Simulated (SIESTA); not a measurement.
A relaxation of cell and atoms of LaMnAlNi3 (P-6m2, 6 atoms in the cell) with SIESTA.

Method: GGA PBEsol, numerical atomic orbitals DZP, PseudoDojo PBEsol standard norm-conserving potentials (rewritten from UPF to PSML) in SIESTA 5.4.2.

```
CELL_PARAMETERS angstrom
      5.23543     0.00000     0.00000
     -2.61772     4.53402     0.00000
      0.00000     0.00000     3.92715
ATOMIC_POSITIONS crystal
  La 0.00000 0.00000 0.00000
  Mn 0.66667 0.33333 0.00000
  Al 0.33333 0.66667 0.00000
  Ni 0.50051 0.00102 0.50000
  Ni 0.50051 0.49949 0.50000
  Ni 0.99898 0.49949 0.50000
```
Moments meant for the start (each program seeds them in its own way; μB, in the order of the atoms La Mn Al Ni Ni Ni): 0.0 4.0 0.0 0.0 0.0 0.0.

Reference input (self-consistent single point, DFT, GGA PBEsol, numerical atomic orbitals DZP, PseudoDojo PBEsol standard norm-conserving potentials (rewritten from UPF to PSML)): XC.functional = GGA; XC.authors = PBEsol; potentials = PseudoDojo PBEsol standard; PAO.BasisSize = DZP; PAO.EnergyShift = 0.01 Ry; MeshCutoff = 300 Ry; kgrid.MonkhorstPack = 5 5 5; OccupationFunction = FD; ElectronicTemperature = 1160.45 K; Spin = polarized; DM.InitSpin = [1 +0.00, 2 +4.00, 3 +0.00, 4 +0.00, 5 +0.00, 6 +0.00]; MaxSCFIterations = 150. This run's input differs from it in these lines:

```diff
@@ -56,2 +56,7 @@
 Diag.ParallelOverK           true
+MD.TypeOfRun                 Broyden
+MD.Steps                     40
+MD.MaxForceTol               0.02 eV/Ang
+MD.VariableCell              true
+MD.MaxStressTol              0.05 GPa
 WriteForces                  true
```

Output, abridged:

```
        iscf     Eharris(eV)        E_KS(eV)     FreeEng(eV)     dDmax    Ef(eV) dHmax(eV)
   scf:    1   -17369.687330   -17569.978613   -17570.241077  1.558890 -2.348960 35.969237
     spin moment: {S} , |S| = {        0.0        0.0    2.41260 }     2.41260
   scf:    2   -17667.954897   -17652.789404   -17652.922532  0.639621 -4.193395 18.366374
     spin moment: {S} , |S| = {        0.0        0.0    3.36844 }     3.36844
   scf:    3   -17659.083532   -17659.252405   -17659.370727  0.114239 -4.507274  4.131049
     spin moment: {S} , |S| = {        0.0        0.0    3.60559 }     3.60559
   [... lines left out ...]
     spin moment: {S} , |S| = {        0.0        0.0    3.62796 }     3.62796
   scf:   22   -17660.616101   -17660.616099   -17660.743816  0.000028 -4.773386  0.000279
     spin moment: {S} , |S| = {        0.0        0.0    3.62805 }     3.62805
   scf:   23   -17660.616105   -17660.616102   -17660.743816  0.000054 -4.773378  0.000189
     spin moment: {S} , |S| = {        0.0        0.0    3.62821 }     3.62821
   scf:   24   -17660.616104   -17660.616103   -17660.743816  0.000009 -4.773376  0.000163
     spin moment: {S} , |S| = {        0.0        0.0    3.62824 }     3.62824
SCF Convergence by DM+H criterion
max |DM_out - DM_in|         :     0.0000088094
max |H_out - H_in|      (eV) :     0.0001632035
SCF cycle converged after 24 iterations

Using DM_out to compute the final energy and forces

siesta: E_KS(eV) =           -17660.6161

siesta: E_KS - E_eggbox =    -17660.6161

siesta: Atomic forces (eV/Ang):
     1   -0.000012    0.000007    0.000000
     2   -0.000116    0.000067    0.000000
     3    0.000104   -0.000060    0.000000
     4   -0.000011    0.196704   -0.000000
     5    0.170374   -0.098365   -0.000000
     6   -0.170357   -0.098342   -0.000000
   Tot   -0.000019    0.000012    0.000000
   Max    0.196704
   Res    0.080308    sqrt( Sum f_i^2 / 3N )
   Max    0.196704    constrained

   [... lines left out ...]
siesta: Pressure (static):        -52.10314934  kBar
siesta: Pressure (total):        -52.10314934  kBar
No target stress found, assuming hydrostatic MD.TargetPressure.
Target stress (kBar)
outcell: Cell volume (Ang**3)        :     89.5150
        iscf     Eharris(eV)        E_KS(eV)     FreeEng(eV)     dDmax    Ef(eV) dHmax(eV)
siesta: Pressure (static):          0.03294315  kBar
siesta: Pressure (total):          0.03294315  kBar
outcell: Cell volume (Ang**3)        :     89.5150
siesta: FreeEng =    -17660.824793
   [... lines left out ...]

mulliken: Qtot =       39.757

Mulliken Atomic Populations:
Atom #   charge [q] valence [e]      Sz [e]  Species
     1     0.255313   10.744687   -0.110431  La
     2     0.198422   14.801578    3.259615  Mn
     3    -1.242865    4.242865   -0.170746  Al
     4     0.262944   17.737056    0.169014  Ni
     5     0.263244   17.736756    0.169073  Ni
     6     0.262943   17.737057    0.169014  Ni
 Total    -0.000000                3.485540
```

The run converged. 

Summary of the result:
Free energy E − TS: -17660.8248 eV
Fermi level (on the code's own zero): -4.84 eV
Pressure: 0.00 GPa
Largest force (vector length): 0.005 eV/Å
Size of the cell's spin moment: 3.49 μB
Site moments (μB, in the program's spheres or projections): La -0.11, Mn 3.26, Al -0.17, Ni 0.17, Ni 0.17, Ni 0.17
Final cell: a = 5.196 Å, b = 5.196 Å, c = 3.830 Å, α = 90.00°, β = 90.00°, γ = 120.02°
Final volume per atom: 14.92 Å³
Relaxation steps: 9

The starting cell comes from a database of computed structures (which also holds hypothetical and non-ambient phases and stackings), without a prior relaxation at this level. With one magnetic atom in the cell only a parallel order is possible. Values carry the incompleteness of an atom-centred basis.

Cost on one core of a shared machine: roughly 6 min.
